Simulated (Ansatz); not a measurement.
# GaN (model structure, started from the BeO type, P4₂/mnm, No. 136, 8 atoms in the cell): properties by level of theory

```csv
level (code),equilibrium lattice constant a (Å),lattice parameter c (Å),cohesive energy (eV/atom)
LDA (Ansatz),5.417,3.154,5.34
PBE (Ansatz),?,?,?
PBEsol (Ansatz),5.470,3.183,?
r²SCAN (Ansatz),5.468,3.183,4.41
```

Problem. Some entries are withheld; supply them.

Solution. 
- PBE (Ansatz, a first-principles code), equilibrium lattice constant a (Å): 5.535
- PBE (Ansatz), lattice parameter c (Å): 3.214
- PBE (Ansatz), cohesive energy (eV/atom): 4.35
- PBEsol (Ansatz), cohesive energy (eV/atom): 4.78

Ansatz's density-functional and Hartree–Fock values are scalar-relativistic unless marked +SOC, with PAW data made under PBE.

Free atoms are spin-polarised, in the lowest state found; at levels without +SOC their spin–orbit coupling is left out.

Static lattice: no zero-point or thermal effects.

A model structure was made by putting elements into a prototype or built by hand; it is no filed structure, need not be a known phase, and can be a saddle point held by its symmetry.
